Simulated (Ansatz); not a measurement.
Base system: ZnGeP₂ in the chalcopyrite structure (space group I-42d, No. 122; a = 5.424 Å, c = 10.709 Å).

Computed with PBEsol (Ansatz, an electronic-structure program, PAW, no SOC).

Carriers are added at fixed cell with a uniform background; the Fermi–Dirac width is that of 300 K.

One change was made to it. Results:

The gap between the host's bands goes up by 0.05 eV, from 1.07 eV to 1.12 eV; the Fermi level relative to the doped band's edge (positive inside the band; to 0.05 eV) amounts to +0.50 eV; the gap character remains indirect, Γ → M–S (33 % along).

**Question.** Name the change that was made.
A. holes 3.0×10^21 cm⁻³
B. electrons 3.0×10^21 cm⁻³
C. holes 7.0×10^21 cm⁻³

**Answer.** A, holes 3.0×10^21 cm⁻³. For comparison, the gap between the host's bands in the other runs: holes 7.0×10^21 cm⁻³ gives 1.19 eV; electrons 3.0×10^21 cm⁻³ gives 1.00 eV.

Carriers are added with a uniform compensating background; total energy and stress of such cells depend on the potential's zero and are not compared; many-body gap narrowing is missing at this level. Stability against distortions was not tested.
